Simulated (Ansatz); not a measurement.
The starting structures come from a database of crystals and need not be the phases stable at ambient conditions.

By PBEsol, the system below comes out a metal.

Crystal: RhPb (P6/mmm, not sure to be the ambient phase, 6 atoms a cell, 21.0 Å³ an atom, -3 GPa at this level); planes in its conventional cell.

Level of theory: PBEsol (plane waves, PAW; Ansatz, an electronic-structure program).

Ballistic conductance counts the channels of both spins, as a mean over 0.1 eV about the Fermi level; spin-orbit coupling is left out.

| plane | area (Å²) | G/A (10¹⁵ S/m²) |
|---|---|---|
| (001) | 28.3 | 0.85 |
| (100) | 25.5 | (withheld) |
| (110) | 44.2 | (withheld) |

### Question
Fill in the missing entries.

### Answer

- (100), G/A (10¹⁵ S/m²): 0.26
- (110), G/A (10¹⁵ S/m²): 0.26
